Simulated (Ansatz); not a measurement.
**Response to strain in GaSb**

The parent structure is GaSb in the zinc blende structure (space group F-43m, No. 216; a = 6.049 Å). Axes: x, y, z lie along the cube axes.

Strains are applied to the cell and any free atomic positions relax; under biaxial strain the out-of-plane vector relaxes too.

Calculations: LDA, PAW, 420 eV (Ansatz, a first-principles code; spin-orbit coupling left out).

Notes on the quantities. band gap: uncertain: the Fermi level lies in a band; the base alone; energy relative to the base: free energy F.

```json
[
 {"change": "base", "band gap": "0.07 eV", "energy relative to the base": "0 meV/atom", "out-of-plane strain": "–"},
 {"change": "biaxial strain −3.00 %, plane normal [001], relaxed out of plane", "band gap": "0.16 eV", "energy relative to the base": "[?]", "out-of-plane strain": "+2.73 %"},
 {"change": "biaxial strain −2.50 %, plane normal [001], relaxed out of plane", "band gap": "0.15 eV", "energy relative to the base": "+10 meV/atom", "out-of-plane strain": "+2.28 %"},
 {"change": "biaxial strain −2.00 %, plane normal [001], relaxed out of plane", "band gap": "0.14 eV", "energy relative to the base": "+6.5 meV/atom", "out-of-plane strain": "[?]"},
 {"change": "biaxial strain −1.50 %, plane normal [001], relaxed out of plane", "band gap": "0.12 eV", "energy relative to the base": "+3.6 meV/atom", "out-of-plane strain": "+1.37 %"},
 {"change": "biaxial strain −1.00 %, plane normal [001], relaxed out of plane", "band gap": "0.10 eV", "energy relative to the base": "+1.6 meV/atom", "out-of-plane strain": "[?]"},
 {"change": "biaxial strain −0.50 %, plane normal [001], relaxed out of plane", "band gap": "0.08 eV", "energy relative to the base": "+0.4 meV/atom", "out-of-plane strain": "[?]"},
 {"change": "biaxial strain +0.50 %, plane normal [001], relaxed out of plane", "band gap": "zero", "energy relative to the base": "+0.4 meV/atom", "out-of-plane strain": "–"}
]
```

What belongs in the blanks?


- biaxial strain −3.00 %, plane normal [001], relaxed out of plane, energy relative to the base: +15 meV/atom
- biaxial strain −2.00 %, plane normal [001], relaxed out of plane, out-of-plane strain: +1.82 %
- biaxial strain −1.00 %, plane normal [001], relaxed out of plane, out-of-plane strain: +0.92 %
- biaxial strain −0.50 %, plane normal [001], relaxed out of plane, out-of-plane strain: +0.46 %

Spin-orbit coupling, missing from the scalar runs, can matter with Sb. Stability against distortions was not tested. All final runs are without spin polarisation. Gaps under 0.05 eV, about the width of the smearing, are given as zero. A zero or small gap of GaSb can be the functional's error rather than a property of the material.
